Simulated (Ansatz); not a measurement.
PtTe2 (1T monolayer start, 27-atom cell) (held in this type by symmetry, stable or not), space group P-3m1.

```
CELL_PARAMETERS angstrom
     12.07095     0.00000     0.00000
     -6.03547    10.45375     0.00000
      0.00000     0.00000    20.00000
ATOMIC_POSITIONS crystal
  Pt 0.00000 0.00000 0.50000
  Pt 0.00000 0.33333 0.50000
  Pt 0.00000 0.66667 0.50000
  Pt 0.33333 0.00000 0.50000
  Pt 0.33333 0.33333 0.50000
  Pt 0.33333 0.66667 0.50000
  Pt 0.66667 0.00000 0.50000
  Pt 0.66667 0.33333 0.50000
  Pt 0.66667 0.66667 0.50000
  Te 0.11111 0.22222 0.56955
  Te 0.11111 0.55556 0.56955
  Te 0.11111 0.88889 0.56955
  Te 0.44444 0.22222 0.56955
  Te 0.44444 0.55556 0.56955
  Te 0.44444 0.88889 0.56955
  Te 0.77778 0.22222 0.56955
  Te 0.77778 0.55556 0.56955
  Te 0.77778 0.88889 0.56955
  Te 0.22222 0.11111 0.43045
  Te 0.22222 0.44444 0.43045
  Te 0.22222 0.77778 0.43045
  Te 0.55556 0.11111 0.43045
  Te 0.55556 0.44444 0.43045
  Te 0.55556 0.77778 0.43045
  Te 0.88889 0.11111 0.43045
  Te 0.88889 0.44444 0.43045
  Te 0.88889 0.77778 0.43045
```

All values below come from PBE (plane waves to 420 eV, PAW; Ansatz, a program for electronic structure). No spin–orbit coupling; with elements this heavy it can move edges by tenths of an eV. Its k-point mesh 3×3×1, Fermi–Dirac width 0.01 eV.

Problem. List the levels next to the gap at Γ of this cell's own (folded) zone, from the top of the valence band (the table ends after a fixed count of bands, which can cut a degenerate set).

Solution. 
| band | E − E_v (eV) |
|---|---|
| v4 | -0.924 |
| v3 | -0.636 |
| v2 | 0.000 |
| v1 | 0.000 |
| c1 | 1.084 |
| c2 | 1.084 |
| c3 | 1.084 |
| c4 | 1.084 |
